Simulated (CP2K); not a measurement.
Input and output of a self-consistent single point for Bi2Pd (I4/mmm, 3 atoms in the cell) (CP2K).

Method of the run: LDA (Pade form), GPW, DZVP-MOLOPT-SR-GTH basis, GTH-PADE potentials (GTH_POTENTIALS) in CP2K.

```yaml
crystal:
  lattice:
    - [7.04309, 0.00000, 0.00000]
    - [5.41460, 4.50413, 0.00000]
    - [-6.22885, -2.25207, 2.39474]
  atoms:
    - { symbol: Bi, position: [0.63232, 0.63232, 0.00000] }
    - { symbol: Bi, position: [0.36768, 0.36768, 0.00000] }
    - { symbol: Pd, position: [0.00000, 0.00000, 0.00000] }
```

Reference input (self-consistent single point, DFT PBEsol, GPW, DZVP-MOLOPT-SR-GTH basis, GTH-PBE potentials (GTH_POTENTIALS)): CUTOFF = 500 Ry; REL_CUTOFF = 40 Ry; SMEAR/METHOD = FERMI_DIRAC; ELECTRONIC_TEMPERATURE = 1160.45 K; KPOINTS/SCHEME = MONKHORST-PACK 9 9 9; XC_FUNCTIONAL = PBE:PBESOL; Bi/BASIS_SET = DZVP-MOLOPT-SR-GTH-q5; Bi/POTENTIAL = GTH-PBE-q5; Pd/BASIS_SET = DZVP-MOLOPT-SR-GTH-q18; Pd/POTENTIAL = GTH-PBE-q18; METHOD = GPW; EPS_DEFAULT = 1e-10. This run's input differs from it in these lines:

```diff
@@ -42,6 +42,3 @@
     &XC
-      &XC_FUNCTIONAL
-        &PBE
-          PARAMETRIZATION PBESOL
-        &END PBE
+      &XC_FUNCTIONAL PADE
       &END XC_FUNCTIONAL
@@ -76,3 +73,3 @@
       BASIS_SET DZVP-MOLOPT-SR-GTH-q5
-      POTENTIAL GTH-PBE-q5
+      POTENTIAL GTH-PADE-q5
     &END KIND
@@ -80,3 +77,3 @@
       BASIS_SET DZVP-MOLOPT-SR-GTH-q18
-      POTENTIAL GTH-PBE-q18
+      POTENTIAL GTH-PADE-q18
     &END KIND
```

The program printed (abridged):

```
 SCF WAVEFUNCTION OPTIMIZATION

  Step     Update method      Time    Convergence         Total energy    Change
     1 NoMix/Diag. 0.30E+00      -     0.54344111      -138.4160484752 -1.38E+02
     2 Broy./Diag. 0.30E+00      -     0.50813974      -142.4156049235 -4.00E+00
     3 Broy./Diag. 0.30E+00      -     0.10089081      -136.0534126537  6.36E+00
     4 Broy./Diag. 0.30E+00      -     0.08621080      -137.8815116766 -1.83E+00
     5 Broy./Diag. 0.30E+00      -     0.05066043      -138.8168877488 -9.35E-01
     6 Broy./Diag. 0.30E+00      -     0.00304239      -138.1475627824  6.69E-01
   [... 4 lines left out ...]
    11 Broy./Diag. 0.30E+00      -     0.00002300      -138.1559824987 -2.75E-06
    12 Broy./Diag. 0.30E+00      -     0.00000023      -138.1562319826 -2.49E-04
    13 Broy./Diag. 0.30E+00      -     0.00000015      -138.1562341109 -2.13E-06
    14 Broy./Diag. 0.30E+00      -     0.00000002      -138.1562342960 -1.85E-07
  *** SCF run converged in    14 steps ***

  Overlap energy of the core charge distribution:               0.00000000000335
  Self energy of the core charge distribution:               -246.23730826397946
  Core Hamiltonian energy:                                     57.60406702393760
  Hartree energy:                                              65.64542756522565
  Exchange-correlation energy:                                -15.16681289777211
  Electronic entropic energy:                                  -0.00160772337722
  Fermi energy:                                                 0.27143350213406

  Total energy:                                              -138.15623429595385
  Total energy (extrapolated to T->0):                       -138.15543043426524

   [... lines left out ...]

 STRESS| Analytical stress tensor [bar]
 STRESS|                        x                   y                   z
 STRESS|      x       -5.44124724507E+04  -8.95294528307E+02   3.04230873586E+00
 STRESS|      y       -8.95294528307E+02  -5.22598794641E+04   1.09996914662E+00
 STRESS|      z        3.04230873586E+00   1.09996914662E+00  -5.19343435076E+04
 STRESS| 1/3 Trace                                            -5.28688984741E+04
```

The run converged in 14 iterations. Against the reference run the pressure goes from 1.01 to -5.29 GPa and the largest force goes from 0.273 to 0.259 eV/Å.

The starting cell comes from a database of computed structures (which also holds hypothetical and non-ambient phases and stackings), without a prior relaxation at this level. Spin polarisation is off. Values carry the incompleteness of an atom-centred basis. With a pressure of about -5 GPa the cell is away from its equilibrium volume at this level.

Cost on one core of a shared machine: roughly 90 s.
